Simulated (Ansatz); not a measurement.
Consider CaS in the rock salt structure (space group Fm-3m, No. 225; a = 5.633 Å). Axes: x, y, z lie along the cube axes.

Computed with Ansatz (an electronic-structure program), PBEsol, PAW, cutoff 420 eV, scalar-relativistic without spin-orbit coupling.

For the base:

- Valence-band top at Γ = 0.00, 0.00, 0.00 eV
- Smallest direct gap = 3.00 eV
- Band gap = 2.16 eV

It is then changed as follows: uniaxial strain ε_zz = −3.00 %, all other strain components held at zero, atoms relaxed at fixed cell.

**Question.** How does this affect the valence-band top at Γ, stress, smallest direct gap and band gap?

**Answer.** The valence-band top at Γ (three highest levels, from the VBM) changes from 0.00, 0.00, 0.00 eV to 0.00, -0.04, -0.04 eV; the stress (xx, yy, zz, yz, xz, xy; compression positive) is (0.72, 0.72, 5.03, 0.00, 0.00, 0.00) GPa; the smallest direct gap decreases by 0.106 eV (3.00 eV → 2.90 eV); the band gap drops by 0.12 eV, from 2.16 eV to 2.04 eV.

Stability against distortions was not tested.
